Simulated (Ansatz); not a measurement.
MgO: band gap against strain

MgO (rock salt, Fm-3m, 9.290 Å³/atom at rest) under an equal strain ε in the (111) plane with the normal axis free, as in a coherent film. r2SCAN in Ansatz, a plane-wave DFT program (PAW, default set), 500 eV, 13×13×13 Γ-centred mesh, Fermi-Dirac smearing 0.05 eV; ions are relaxed within the symmetry of each cell. Gaps are the smallest over the k-mesh and a band path, without spin-orbit coupling; in all rows the valence edge lies at Γ and the conduction edge at Γ.

Here s stands for strain and Eg for gap.

```
strain (%)  gap (eV)
----------  --------
-2.50              ?
-1.25          5.851
-0.83          5.796
-0.42          5.741
0.00           5.684
```

The 4 complete rows are fitted with a straight line, Eg against s. Means: s -0.62500, Eg 5.7680. About the means, the sum of products is -0.11565 and the sum of squares of s is 0.86530; the slope is their ratio. Least squares gives Eg = 5.6845 - 0.13365·s. Residuals (row less fit): -0.0006, 0.0006, 0.0004, -0.0005; standard error 0.0007 (degrees of freedom: 2). Over these rows the gap moves by -13 ± 0.08 eV per unit strain.

Predict the withheld Eg at s = -2.50 from the fit, and compare with the calculation.

Eg = 5.6845 - 0.13365 × (-2.50) = 6.0186 eV. The calculation gives 6.011 eV, 0.0076 eV below the prediction (2.3 % of the range of Eg in the table). The row lies outside the fitted rows, so this is an extrapolation. From the scatter of the fitted rows alone, a prediction at this place has a standard error of 0.0017 eV, so the miss is 4.5 times that.

One order more, fitted to all 7 runs of the series, follows each within 0.001, so the miss is the next term of a smooth law. Rows are the converged runs of the series near zero and its far end; series whose fitted rows scatter by over a few per cent of the range, as at a crossing or softening among them, aren't shown in this form. Most that stay on the fit to the last digits aren't either.
